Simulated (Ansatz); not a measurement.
P vacancy + Zn vacancy (V_P+V_Zn) (chalcopyrite ZnGeP2 host)

The numbers are results of PBE, PAW (plane waves to 420 eV; Ansatz, a first-principles code), not measurements. A supercell of 64 sites (2×2×1 repeats of a cell of 16 atoms) was used; the energies come from a 2×2×2 shifted sampling of its zone. Sites at the start: the P site; Zn 2.38 Å away. Energies of charged states are corrected for periodic images (point charge plus alignment at distant sites). Dielectric constants: PBE linear response of the host. Host gap at this level: 1.14 eV. A cell of this size leaves errors of a few tenths of an eV. Levels are measured in PBE's own, too narrow, gap. Spin–orbit coupling is left out. Each state is the lowest found from its start.

The name describes the start.

Charges with a result: +1, 0, −1. Others weren't obtained, and one of them could lie lower, also by skipping a charge.

```tsv
charge	moment (μB)	largest move off a lattice site (Å)	image correction with alignment (eV)
+1*	not spin-polarised	0.41	–
0*	quenched	0.42	–
−1†	not spin-polarised	0.41	0.48
```

* At this level the carrier isn't localised at the defect: at charge +1 holes occupy the valence band; at charge 0 holes occupy the valence band. Such a state is shallow or no state of the defect, and this cell gives it no level.

† Not settled in this cell, so no level is given: charge −1: carriers not clearly localised.

Starting moments that weren't kept: charge 0 began with 1 μB and ended with 0.0.

Flagged in the runs: a host whose relaxation on this sampling wasn't shown to rest, a strain field that reaches the edge of the cell.

All states together cost roughly 100 core-minutes.
